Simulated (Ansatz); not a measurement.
AlB2-type ZrB₂ was calculated with LDA (plane waves, PAW; Ansatz, a first-principles code).

Settings: plane-wave cutoff 520 eV, 18×18×12 k mesh (along the axes of the cell as run), Fermi–Dirac smearing 0.1 eV, perturbation theory, scalar-relativistic PAW data made under PBE.

Computed at the level's own relaxed cell.

```cif
data_B2Zr
_chemical_formula_sum 'Zr1 B2'
_space_group_name_H-M_alt 'P6/mmm'
_space_group_IT_number 191
_space_group_name_Hall '-P 6 2'
_cell_length_a 3.13295
_cell_length_b 3.13295
_cell_length_c 3.48806
_cell_angle_alpha 90.000
_cell_angle_beta 90.000
_cell_angle_gamma 120.000
loop_
_atom_site_label
_atom_site_type_symbol
_atom_site_symmetry_multiplicity
_atom_site_Wyckoff_symbol
_atom_site_fract_x
_atom_site_fract_y
_atom_site_fract_z
_atom_site_occupancy
Zr1 Zr 1 a 0.00000 0.00000 0.00000 1
B1 B 2 d 0.33333 0.66667 0.50000 1
```

Harmonic phonon frequencies (cm⁻¹; i marks an imaginary mode):

```json
[
 {"q point": "Γ", "frequencies": "0 0 0 467 467 489 575 797 797"},
 {"q point": "M", "frequencies": "236 242 301 527 545 553 718 720 742"},
 {"q point": "K", "frequencies": "254 272 272 554 554 643 667 667 765"}
]
```

No imaginary mode appears at these points.
